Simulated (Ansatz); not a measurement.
## C: energy against strain

C (diamond, Fd-3m, 5.610 Å³/atom at rest) under an equal strain ε in the (001) plane with the normal axis free, as in a coherent film. PBEsol in Ansatz, a plane-wave DFT program (PAW, default set), 420 eV, 16×16×16 Γ-centred mesh, Fermi-Dirac smearing 0.05 eV; ions are relaxed within the symmetry of each cell.

Here s stands for strain and y for E less E0.

```
strain (%)  E less E0 (meV/atom)
----------  --------------------
-3.00                          ?
-1.50                       9.52
-1.00                       4.18
-0.50                       1.02
0.00                        0.00
0.50                        0.99
1.00                        4.01
1.50                        8.95
```

Fit y against s with a parabola, and predict the withheld value at s = -3.00.

Least squares gives y = -0.015 - 0.1486·s + 4.1105·s². Residuals (row less fit): 0.063, -0.064, -0.067, 0.015, 0.052, 0.063, -0.061; standard error 0.076 (degrees of freedom: 4). Twice the quadratic coefficient over the volume, 2 × 4.1105 meV × 10⁴ × 0.1602 / 5.610 Å³, is twice the biaxial elastic modulus of this plane = 2348 ± 19 GPa. At the withheld row, y = -0.015 - 0.1486 × (-3.0) + 4.1105 × (-3.0)² = 37.425 meV/atom. The calculation gives 39.26 meV/atom, 1.835 meV/atom above the prediction (4.7 % of the range of y in the table). The row lies outside the fitted rows, so this is an extrapolation. From the scatter of the fitted rows alone, a prediction at this place has a standard error of 0.291 meV/atom, so the miss is 6.3 times that.

One order more, fitted to all 13 runs of the series, follows each within 0.02, so the miss is the next term of a smooth law. Rows are the converged runs of the series near zero and its far end; series whose fitted rows scatter by over a few per cent of the range, as at a crossing or softening among them, aren't shown in this form. Most that stay on the fit to the last digits aren't either.
